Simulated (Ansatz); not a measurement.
**Pressure series in Ag**

Consider Ag in the fcc (Cu type) structure (space group Fm-3m, No. 225; a = 4.149 Å).

Cell and atoms are relaxed at each pressure.

The values are results of plane-wave PAW DFT at the PBE level (Ansatz, a program for electronic structure, 420 eV), no spin-orbit coupling, not measurements.

Notes on the quantities. enthalpy: H = E + PV relative to the base's energy.

```
variant            shortest interatomic distance       enthalpy
-----------------  -----------------------------  -------------
base                                     2.933 Å              –
pressure −2 GPa                          2.957 Å  -0.23 eV/atom
pressure −1 GPa                          2.945 Å  -0.11 eV/atom
pressure 0.9 GPa                         2.924 Å  +0.10 eV/atom
pressure 2.1 GPa                         2.912 Å  +0.23 eV/atom
pressure 4.5 GPa                         2.891 Å  +0.49 eV/atom
pressure 9 GPa                           2.857 Å  +0.96 eV/atom
pressure 15 GPa                          2.820 Å  +1.57 eV/atom
pressure 22.5 GPa                        2.783 Å  +2.29 eV/atom
pressure 30 GPa                          2.752 Å  +2.99 eV/atom
```

Load acts through the strain it causes; cell and atoms are relaxed under it. No phonon test of stability was made. No other phases were tried under pressure.
